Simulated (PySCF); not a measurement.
PySCF 2.14.0, PBE/def2-svp, df: Ga(H)(F)(NH2) ([NH2][GaH][F]), 6 atoms. The geometry is a generated start, not checked to be a minimum at this level.

```yaml
task: energy
method: pbe
basis: def2-svp
two_electron_scheme: density fitting
mol.max_memory: 3000 MB
mf.max_cycle: 100
mf.conv_tol: 1e-09 (default)
mf.grids.level: 3 (default)
basis_functions: 75
grid_points: 78496
```

```xyz
6

Ga    -0.4525     0.3462    -0.5638
H     -1.4260    -0.0634    -1.6576
F     -0.1638     2.0612    -0.4830
N      0.3546    -0.6046     0.7737
H      1.1374    -0.1448     1.2289
H      0.5502    -1.5946     0.7019
```

With the defaults (mf.DIIS = CDIIS, mf.diis = true, mf.damp = 0, mf.diis_start_cycle = 1, mf.diis_space = 8, mf.init_guess = minao) it converges in 12 Fock builds. One run each on 2 threads, 1 BLAS thread, with these changes:
- mf.init_guess = mod_huckel
- mf.init_guess = sap
- mf.DIIS = ADIIS
- mf.DIIS = EDIIS
- mf.init_guess = 1e
- mf.diis_space = 20
- mf.init_guess = huckel
- mf.diis = false
- mf.diis = false, mf.damp = 0.7, mf.diis_start_cycle = 999

Which runs fail or end elsewhere than the default run?

No convergence: mf.DIIS = EDIIS; mf.diis = false (the run ends without SCF convergence in 100 cycles). The rest reach the solution of the defaults.

```json
[
 {"setting": "the defaults", "Fock builds": "12", "end": "same solution"},
 {"setting": "mf.diis_space = 20", "Fock builds": "12", "end": "same solution"},
 {"setting": "mf.init_guess = mod_huckel", "Fock builds": "15", "end": "same solution"},
 {"setting": "mf.init_guess = huckel", "Fock builds": "15", "end": "same solution"},
 {"setting": "mf.init_guess = sap", "Fock builds": "15", "end": "same solution"},
 {"setting": "mf.diis = false, mf.damp = 0.7, mf.diis_start_cycle = 999", "Fock builds": "23", "end": "same solution"},
 {"setting": "mf.DIIS = ADIIS", "Fock builds": "26", "end": "same solution"},
 {"setting": "mf.init_guess = 1e", "Fock builds": "29", "end": "same solution"},
 {"setting": "mf.DIIS = EDIIS", "Fock builds": "101", "end": "no convergence"},
 {"setting": "mf.diis = false", "Fock builds": "101", "end": "no convergence"}
]
```
